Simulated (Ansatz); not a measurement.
# Equilibrium volume per atom of InAs (model structure, started from the WC type, P-6m2, No. 187, 2 atoms in the cell) at several levels of theory

No measured value is used here.

### Question
Put these levels in order of the equilibrium volume per atom that they give for InAs (model structure, started from the WC type, P-6m2, No. 187, 2 atoms in the cell), smallest first: PBE (Ansatz, a program for electronic structure), PBE-D3(BJ) (Ansatz), PBEsol (Ansatz), r²SCAN (Ansatz).

### Answer
PBEsol (23.34 Å³/atom), PBE-D3(BJ) (23.55 Å³/atom), r²SCAN (23.89 Å³/atom), PBE (24.76 Å³/atom)

Ansatz's density-functional and Hartree–Fock values are scalar-relativistic unless marked +SOC, with PAW data made under PBE.

A model structure was made by putting elements into a prototype or built by hand; it is no filed structure, need not be a known phase, and can be a saddle point held by its symmetry.
